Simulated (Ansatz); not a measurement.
Results of r²SCAN-D4 (Ansatz, a quantum-chemistry and plane-wave program, PAW) for double-hcp La.

Settings: plane-wave cutoff 560 eV, 18×18×6 k mesh (along the axes of the cell as run), Fermi–Dirac smearing 0.05 eV, scalar-relativistic PAW data made under PBE.

The volume scan:

```
V (Å³/atom)  E − E_lowest (meV/atom)  P (GPa)
-----------  -----------------------  -------
35.223                          4.47    0.989
35.957                          1.11    0.483
36.690                          0.00    0.008
37.424                          1.00   -0.438
38.158                          3.98   -0.859
```

Problem. Estimate the bulk modulus from the pressures at 35.957 and 37.424 Å³/atom, and compare it with a fit to all energies.

Solution. B = −V dP/dV. Between V = 35.957 and 37.424 Å³/atom, dP/dV = (-0.438 − (0.483))/(37.424 − 35.957) = -0.628 GPa per Å³/atom; at the midpoint 36.691 Å³/atom this gives B ≈ 23.0 GPa. The third-order Birch–Murnaghan fit gives V0 = 36.703 Å³/atom, B0 = 23.0 GPa, B′ = 2.1, which lies within 1 % of that estimate.

Shape and atoms are relaxed at each volume.

Measured, for comparison: bulk modulus 27.9 GPa (room temperature, no zero-point or thermal correction; as tabulated in Wikipedia's data pages). Computed (rounded) less measured: bulk modulus -18 %.

Note: the bulk modulus comes from volumes at which shape and atoms were relaxed.

Spin–orbit coupling is not included.

Static lattice: no zero-point or thermal effects.

The result took about 8 core-minutes (a rough figure).
